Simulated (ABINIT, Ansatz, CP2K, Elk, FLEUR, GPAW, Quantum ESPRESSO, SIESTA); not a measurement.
Code comparison for CuI (F-43m, 2 atoms in the cell)

Self-consistent single point.

```yaml
crystal:
  lattice:
    - [0.00000, 3.02500, 3.02500]
    - [3.02500, 0.00000, 3.02500]
    - [3.02500, 3.02500, 0.00000]
  atoms:
    - { symbol: Cu, position: [0.00000, 0.00000, 0.00000] }
    - { symbol: I, position: [0.25000, 0.25000, 0.25000] }
```

Shared settings, as Ansatz (a quantum-chemistry and plane-wave program) writes them: kpoints.mp_grid.grid = 5 5 5; scf.occupations.method = fermi_dirac; scf.occupations.width = 0.01 eV. Potentials and cutoffs stand in the table.

```tsv
code	model	pressure (GPa)	gap on the mesh (eV)	cutoff
Elk	LDA (PW92), all-electron FP-LAPW, Elk's shipped species files, LAPW+lo basis	–	0.960	rgkmax 8
Ansatz	LDA (PW92), default PAW files made with PBE	-4.19	0.951	420 eV
Quantum ESPRESSO	LDA (PZ), GBRV 1.5 ultrasoft (LDA) pseudopotentials	-4.40	0.940	50 Ry
GPAW	LDA (Perdew-Wang 92), GPAW PAW datasets LDA (gpaw-data 1.0.1)	-3.68	0.975	850 eV
SIESTA	LDA PW92, numerical atomic orbitals DZP, PseudoDojo LDA standard norm-conserving potentials (rewritten from UPF to PSML)	-6.21	1.319	grid 300 Ry
CP2K	LDA (Pade form), GPW, TZVP-MOLOPT-SR-GTH basis, GTH-PADE potentials (GTH_POTENTIALS)	-2.95	0.973	grid 600 Ry
FLEUR	LDA (Perdew-Zunger), all-electron FLAPW (FLEUR), scalar-relativistic valence	–	0.964	Kmax 4.3 1/bohr
ABINIT	LDA (PW92), PAW (JTH v2.0 LDA PAW)	-3.79	0.946	30 Ha
```

A dash marks a value that a program does not give, or that is left out as unsure.

Gaps are read on the mesh.

On Ansatz's run: spin-orbit coupling is off.

The spread over the programs that give each value: pressure within 3.26 GPa; gap on the mesh within 0.379 eV.

SIESTA and CP2K use small atom-centred bases, whose incompleteness enters pressures, forces and empty levels differently from a plane-wave cutoff. Elk and FLEUR treat all electrons, but the usual bases taken here (sphere radii, linearisation, local orbitals, empty states) were not tested for convergence, so the values are no reference for the others. Ansatz's pressure is given at a fixed set of plane waves, as the other plane-wave codes print theirs; with its correction for the finite basis it is -4.14 GPa. The same LDA comes in different parametrisations, which differ slightly. In the pressure, SIESTA (by 2.22) and CP2K (by 1.04) lie more than 1 GPa from the median of the plane-wave programs. In the gap, SIESTA (by 0.371) lies more than 0.12 eV from the median of the plane-wave programs.

The starting cell has typed, rounded lattice constants, without a prior relaxation at this level.

Keys are those of Ansatz 0.2.
